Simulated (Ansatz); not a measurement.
System: CsCl-type AuZn (cubic form, which distorts at low temperature). Method: HSE06 (PAW; Ansatz, an electronic-structure program).

Numerical settings: plane-wave cutoff 460 eV, 8×8×8 k mesh, Fermi–Dirac smearing 0.05 eV, scalar-relativistic PAW data made under PBE.

Cell (relaxed at this level):

Space group Pm-3m (No. 221); a = b = c = 3.170 Å, α = β = γ = 90.00°

```
atom  site  symmetry       x       y       z
----  ----  --------  ------  ------  ------
Zn      1b      m-3m  0.5000  0.5000  0.5000
Au      1a      m-3m  0.0000  0.0000  0.0000
```

Task: Give the computed bulk modulus and pressure derivative B′ of the bulk modulus.

Result: 
* **bulk modulus**: 123 GPa
* **pressure derivative B′ of the bulk modulus**: 5.3

Measured, for comparison: bulk modulus 131 GPa (temperature not stated, not corrected to a static lattice; as tabulated in Nepal et al. (2020), arXiv:2007.11150). Computed (rounded) less measured: bulk modulus -6 %.

Note: symmetry holds this phase in the static calculation, where it need not be a minimum.

Spin–orbit coupling is not included; it can shift volumes and moduli of such heavy elements.

The computed numbers hold no vibrational or temperature effects.
